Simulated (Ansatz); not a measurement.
## Bulk modulus of cubic perovskite CsSrF₃ at several levels of theory

No measured value is used here.

```csv
level (code),value (GPa),cell (Å³/atom)
LDA (Ansatz),…,20.09
PBEsol (Ansatz),43.7,21.26
PBEsol+SOC (Ansatz),43.7,21.26
r²SCAN (Ansatz),44.9,21.62
r²SCAN+SOC (Ansatz),44.9,21.62
HSE06 (Ansatz),…,21.96
```

Question: Some entries are withheld; supply them.

Answer: 
- LDA (Ansatz, a first-principles code), value (GPa): 52.8
- HSE06 (Ansatz), value (GPa): 41.5

LDA, PBEsol, PBEsol+SOC, r²SCAN, r²SCAN+SOC, HSE06: the relaxation could not lower the start's symmetry, so the cell can be a saddle point above a distorted one. Each level is taken at its own relaxed cell. Cutoffs and k meshes differ between the levels. Ansatz's density-functional and Hartree–Fock values are scalar-relativistic unless marked +SOC, with PAW data made under PBE.
